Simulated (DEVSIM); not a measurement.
Schottky contact on p-type InP

Device: Schottky contact on p-type InP, at 300 K.

```csv
layer (left to right),material,thickness (μm),Na (cm⁻³),τn (s),τp (s)
1,InP,6.20,4.2e16,5.4e-8,5.4e-8
```

Left contact: Schottky, work function 4.904 eV, emission velocity 3.1e6 cm/s. Right contact: ohmic. Voltage is applied to the left contact. Recombination: SRH at mid-gap, radiative. Mobility is μmin + (μ − μmin)/(1 + (N/Nref)^α).

The device is made up for the run: typed textbook-type constants, with dimensions and the other settings drawn at random. Values at 300 K.

| parameter | InP |
|---|---|
| gap (eV) | 1.344 |
| affinity (eV) | 4.38 |
| permittivity | 12.5 |
| Nc (cm⁻³) | 5.7e17 |
| Nv (cm⁻³) | 1.1e19 |
| μn (cm²/Vs) | 5200 |
| μp (cm²/Vs) | 170 |
| μn,min | 400 |
| μp,min | 10 |
| Nref,n | 3e17 |
| Nref,p | 4.9e17 |
| αn | 0.47 |
| αp | 0.62 |
| B (cm³/s) | 1.2e-10 |

Simulated with DEVSIM: 1D drift-diffusion, Boltzmann statistics, complete ionisation; no tunnelling, impact ionisation, image-force lowering or self-heating. Metal contacts follow the ideal Schottky-Mott rule: no Fermi-level pinning, no interface dipoles.

```yaml
potential_step_across_the_device_at_zero_bias: 0.676 V
largest_field_in_the_device_at_zero_bias: 89000 V/cm
Dark forward voltage at 1 A/cm²: 0.430 V
Dark forward voltage at 100 A/cm²: 0.620 V
```

Dark reverse current:

```json
[
 {"V (V)": "0.10", "J (A/cm²)": "7.3e-8"},
 {"V (V)": "0.25", "J (A/cm²)": "7.6e-8"},
 {"V (V)": "0.50", "J (A/cm²)": "7.7e-8"},
 {"V (V)": "0.75", "J (A/cm²)": "7.8e-8"},
 {"V (V)": "1.00", "J (A/cm²)": "7.9e-8"},
 {"V (V)": "1.50", "J (A/cm²)": "8.1e-8"},
 {"V (V)": "2.00", "J (A/cm²)": "8.2e-8"},
 {"V (V)": "2.50", "J (A/cm²)": "8.3e-8"},
 {"V (V)": "3.25", "J (A/cm²)": "8.4e-8"},
 {"V (V)": "4.00", "J (A/cm²)": "8.4e-8"},
 {"V (V)": "5.00", "J (A/cm²)": "8.5e-8"}
]
```

Small-signal capacitance in reverse bias (quasi-static):

```tsv
V (V)	C (nF/cm²)
0.1	70.5
0.25	64.3
0.5	56.9
0.75	51.6
1	47.5
1.5	41.6
2	37.5
2.5	34.4
3.25	30.9
4	28.3
5	25.7
```
